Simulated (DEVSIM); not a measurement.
Device: Pd/SiON/p-Si capacitor, at 300 K.

Layer 1 from the left is SiON, thickness (nm) 24.0. Layer 2 from the left is Si, thickness (nm) 3800, Na (cm⁻³) 2.3e16.

Metal gate on the left, work function 5.2 eV. Fixed charge at the semiconductor interface 0 cm⁻² (in units of +e); no interface traps.

The device is made up for the run: typed textbook-type constants, with dimensions and the other settings drawn at random. Values at 300 K.

SiON: gap (eV) 7, affinity (eV) 1.4, permittivity 5.5. Si: gap (eV) 1.124, affinity (eV) 4.05, permittivity 11.7, Nc (cm⁻³) 2.86e19, Nv (cm⁻³) 3.1e19.

Simulated with DEVSIM: 1D Poisson equation in equilibrium, Boltzmann statistics, complete ionisation; no quantum confinement or tunnelling. Metal contacts follow the ideal Schottky-Mott rule: no Fermi-level pinning, no interface dipoles.

Q: What does the simulation give for the minimum of the low-frequency capacitance, the threshold voltage (band bending 2φF), the flat-band voltage?

A: minimum of the low-frequency capacitance 0.0441 μF/cm²; threshold voltage (band bending 2φF) 1.34 V; flat-band voltage 0.21 V.
